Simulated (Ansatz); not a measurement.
**A computed series for Al: response to strain**

Take Al in the fcc (Cu type) structure (space group Fm-3m, No. 225; a = 3.9937 Å; relaxed with 0.1 eV smearing) as the base. Axes: x, y, z lie along the cube axes.

Strains are applied to the cell and any free atomic positions relax; under biaxial strain the out-of-plane vector relaxes too.

All numbers come from DFT with r2SCAN, PAW potentials and a 500 eV plane-wave cutoff in Ansatz (a first-principles code), no SOC.

Candidates:
(a) uniaxial strain ε_xx = +5.77 %
(b) tensor shear ε_yz = −1.43 %
(c) uniaxial strain ε_zz = +3.91 %
(d) biaxial strain −4.97 %, plane normal [111], relaxed out of plane

Notes on the quantities. energy relative to the base: free energy F.

Task: Order them by energy relative to the base, highest first.

Result: (d) biaxial strain −4.97 %, plane normal [111], relaxed out of plane (+52 meV/atom), (a) uniaxial strain ε_xx = +5.77 % (+20 meV/atom), (c) uniaxial strain ε_zz = +3.91 % (+9.3 meV/atom), (b) tensor shear ε_yz = −1.43 % (+1.7 meV/atom)

Whether these cells are dynamically stable was not tested.
